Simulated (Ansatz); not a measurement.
For Pt3AlB (model structure, started from the Ni3MgC type, Pm-3m, No. 221, 5 atoms in the cell), LDA (plane waves, PAW; Ansatz, a quantum-chemistry and plane-wave program) gives:

- lattice parameter a = 4.122 Å
- bulk modulus B0 = 227 GPa
- cohesive energy = 6.72 eV/atom

Problem. What does r²SCAN in Ansatz (PAW) give for the same quantities?

Solution. 
- lattice constant a: 4.163 Å (increases by 1.0 %)
- bulk modulus: 211 GPa (shrinks by 7.0 %)
- cohesive energy: 5.61 eV/atom (falls by 1.11 eV/atom)

Changes are worked out from the printed values.

Unless a cell is named, each level is at its own relaxed cell (LDA 14.00, r²SCAN 14.43 Å³/atom).

Levels without +SOC leave out spin–orbit coupling, which shifts energies and cells of such heavy elements.

The crystal itself was run without spin with LDA, r²SCAN; a magnetic state was not tried in these runs.

Caveats: the bulk modulus is −V dP/dV from two relaxed cells at ±2 % in volume (LDA, r²SCAN). Ansatz's density-functional and Hartree–Fock values are scalar-relativistic unless marked +SOC, with PAW data made under PBE.

A model structure was made by putting elements into a prototype or built by hand; it is no filed structure, need not be a known phase, and can be a saddle point held by its symmetry.
